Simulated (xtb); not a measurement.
xtb 6.7.1, GFN2-xTB: CC([NH])=NC(C)C, charge -1, multiplicity 1, 18 atoms. The geometry is a generated start, not checked to be a minimum at this level.

```json
{
 "run_flags": "--grad",
 "method": "GFN2-xTB",
 "--acc": "1 (default)",
 "--etemp (K)": "300 (default)",
 "basis_functions": "39",
 "valence_electrons": "42"
}
```

```xyz
18

C      2.6615     0.8429     0.2449
C      1.4761    -0.0996     0.0663
N      1.8199    -1.3080    -0.3009
N      0.3174     0.4799     0.3211
C     -0.8811    -0.2874     0.1841
C     -1.9886     0.3767     1.0167
C     -1.3505    -0.3875    -1.2854
H      2.7133     1.1910     1.2764
H      3.5798     0.3154    -0.0078
H      2.5497     1.7139    -0.4007
H      1.0023    -1.9184    -0.4033
H     -0.7747    -1.3364     0.5607
H     -2.1440     1.3948     0.6659
H     -1.6899     0.4186     2.0627
H     -2.9264    -0.1782     0.9353
H     -2.2499    -1.0012    -1.3780
H     -1.5577     0.6108    -1.6697
H     -0.5572    -0.8274    -1.8882
```

Charge -1 and multiplicity 1 are set for this test and not shown to be the ground state.

One run each on 1 thread. Values of broydamp tried: 0.02, 0.05, 0.1, 0.2, 0.4 (default), 0.6, 0.8, 1.

### Question
Which value of broydamp needs the fewest SCC iterations, and what happens away from it?

### Answer
Fewest SCC iterations, within one of each other: 0.4 (default) with 9, 0.6 with 10, 0.8 with 10. The count rises to 15 at 0.02. All converge to one solution.

```
broydamp       SCC iterations            end
-------------  --------------  -------------
0.02                       15  same solution
0.05                       14  same solution
0.1                        12  same solution
0.2                        11  same solution
0.4 (default)               9  same solution
0.6                        10  same solution
0.8                        10  same solution
1                          11  same solution
```
